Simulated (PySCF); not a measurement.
PySCF 2.14.0, unrestricted B3LYP/def2-svp, df: Co(OH)(k2OAc)(NH3)2 (CC1[O][Co](<-[NH3])(<-[NH3])([OH])<-[O]=1), charge 0, multiplicity 4, 18 atoms. The geometry is a generated start, not checked to be a minimum at this level.

```json
{
  "task": "energy",
  "method": "b3lyp",
  "basis": "def2-svp",
  "two_electron_scheme": "density fitting",
  "mol.max_memory": "3000 MB",
  "mf.max_cycle": "100",
  "mf.conv_tol": "1e-09 (default)",
  "mf.grids.level": "3 (default)",
  "basis_functions": "179",
  "grid_points": "217272"
}
```

```xyz
18

Co     0.1399     0.5140    -0.5727
O     -0.4808     2.1903    -1.1349
H     -1.4288     2.3225    -1.1137
C     -1.3868    -1.0165     2.7696
C     -0.8293    -0.5126     1.4593
O      0.3280    -0.0148     1.4332
O     -1.5097    -0.5864     0.4110
H     -2.1439    -1.7739     2.5901
H     -0.5829    -1.4097     3.3847
H     -1.8446    -0.1779     3.2901
N      2.2486     1.2059    -0.8180
H      2.6979     1.1195     0.0867
H      2.0575     2.1880    -0.9846
H      2.8787     0.8706    -1.5347
N      0.0305    -1.0411    -2.1431
H     -0.6490    -1.6799    -1.7373
H      0.8551    -1.5671    -2.4111
H     -0.3805    -0.6308    -2.9746
```

Charge 0 and multiplicity 4 are set for this test and not shown to be the ground state.

With the defaults (mf.init_guess = minao, mf.DIIS = CDIIS, mf.diis_space = 8, mf.level_shift = 0, mf.diis = true, mf.damp = 0, mf.diis_start_cycle = 1, newton = off, mf.diis_damp = 0) it converges in 55 Fock builds. One run each on 2 threads, 1 BLAS thread, with these changes:
- mf.diis_damp = 0.3
- mf.diis = false
- mf.DIIS = EDIIS
- mf.init_guess = 1e
- mf.level_shift = 1 Hartree
- mf.diis = false, mf.damp = 0.7, mf.diis_start_cycle = 999
- mf.diis_space = 12
- mf.diis_space = 3
- mf.damp = 0.3, mf.diis_start_cycle = 4
- newton = Hessian by the SCF's own integrals

Question: Name the settings that don't reach the solution of the defaults.

Answer: No convergence: mf.init_guess = 1e; mf.DIIS = EDIIS; mf.diis_space = 3; mf.level_shift = 1 Hartree; mf.diis = false; mf.diis = false, mf.damp = 0.7, mf.diis_start_cycle = 999 (the run ends without SCF convergence in 100 cycles). The rest reach the solution of the defaults.

| setting | Fock builds | end |
|---|---|---|
| the defaults | 55 | same solution |
| mf.damp = 0.3, mf.diis_start_cycle = 4 | 59 | same solution |
| mf.diis_damp = 0.3 | 63 | same solution |
| mf.diis_space = 12 | 71 | same solution |
| newton = Hessian by the SCF's own integrals | 184 | same solution |
| mf.init_guess = 1e | 101 | no convergence |
| mf.DIIS = EDIIS | 101 | no convergence |
| mf.diis_space = 3 | 101 | no convergence |
| mf.level_shift = 1 Hartree | 101 | no convergence |
| mf.diis = false | 101 | no convergence |
| mf.diis = false, mf.damp = 0.7, mf.diis_start_cycle = 999 | 101 | no convergence |

Under newton the count holds the products with the orbital Hessian.
